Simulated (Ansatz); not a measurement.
**CdS: x(Zn) = 0.833, 12 atoms, R3**

Consider CdS in the wurtzite structure (space group P6_3mc, No. 186; a = 4.196 Å, c = 6.830 Å).

The other end (x = 1) is ZnS in the wurtzite structure (space group P6_3mc, No. 186): 20.18 Å³/atom, gap 2.08 eV.

The change: a fraction x = 0.833 of the Cd sites is given to Zn, ordered in a cell of 12 atoms (starting symmetry R3) and fully relaxed.

Method: PBE, PAW, 420 eV (Ansatz, a quantum-chemistry and plane-wave program; no spin-orbit coupling). k-mesh 6×6×6 (Γ-centred); smearing 0.05 eV (Fermi–Dirac), for the changed cell.

```csv
quantity,base,changed,shift
volume per atom,26.04 Å³,21.07 Å³,-4.97 Å³
density,4.61 g/cm³,4.15 g/cm³,-0.46 g/cm³
shortest interatomic distance,2.565 Å,2.345 Å,-0.220 Å
band gap,1.11 eV,1.83 eV,+0.72 eV
"gap character (in this cell's own zone, which can be folded)",direct at Γ,direct at Γ,–
"valence-band top at Γ (three highest levels, from the VBM)","0.00, 0.00, -0.04 eV","0.00, 0.00, -0.09 eV",–
mixing energy,–,+9 meV/atom,–
deviation of the volume from the linear (Vegard-type) interpolation,–,-0.4 %,–
"bowing parameter b of this ordering, from Eg = [1−x] Eg[0] + x Eg[1] − b x [1−x]",–,0.6 eV,–
mean first-shell distances,–,"Cd–S 2.531 Å (end compound 2.565 Å), Zn–S 2.367 Å (end compound 2.357 Å)",–
```

Final structure:

```yaml
crystal:
  lattice:
    - [3.37977, 1.95131, 6.38935]
    - [-3.37977, 1.95131, 6.38935]
    - [0.00000, -3.90263, 6.38935]
  atoms:
    - { symbol: Cd, position: [0.33211, 0.33211, 0.33211] }
    - { symbol: Zn, position: [0.00293, 0.00293, 0.00293] }
    - { symbol: Zn, position: [0.66525, 0.66525, 0.66525] }
    - { symbol: Zn, position: [0.50500, 0.83233, 0.16219] }
    - { symbol: Zn, position: [0.16219, 0.50500, 0.83233] }
    - { symbol: Zn, position: [0.83233, 0.16219, 0.50500] }
    - { symbol: S, position: [0.12717, 0.12717, 0.12717] }
    - { symbol: S, position: [0.78927, 0.78927, 0.78927] }
    - { symbol: S, position: [0.46425, 0.46425, 0.46425] }
    - { symbol: S, position: [0.64559, 0.93681, 0.28669] }
    - { symbol: S, position: [0.28669, 0.64559, 0.93681] }
    - { symbol: S, position: [0.93681, 0.28669, 0.64559] }
```

Cost of the whole job for the changed cell (relaxation, final SCF and bands): around 6 core-minutes (rough).

These are small ordered cells, not random alloys; other orderings at the same x differ. Whether these cells are dynamically stable was not tested. Labels are those of the standard path for the cell's own space group.
